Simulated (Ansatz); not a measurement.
The parent structure is Ir in the fcc (Cu type) structure (space group Fm-3m, No. 225; a = 3.872 Å; relaxed with 0.1 eV smearing).

Level of theory: plane-wave PAW DFT at the PBE level (Ansatz, a first-principles code, 420 eV), no SOC.

Base values:

| Quantity | Result |
|---|---|
| Pressure | 0.0 GPa |

It is then changed as follows: the cell is scaled by 1.0050 in all directions, atoms relaxed at fixed cell.

### Question
How does this affect the energy relative to the base and pressure?

### Answer
The energy increases by 3.5 meV/atom; the pressure goes from zero to -5.0 GPa.

The cells carry an imposed strain or load. Whether these cells are dynamically stable was not tested. All final runs are without spin polarisation.
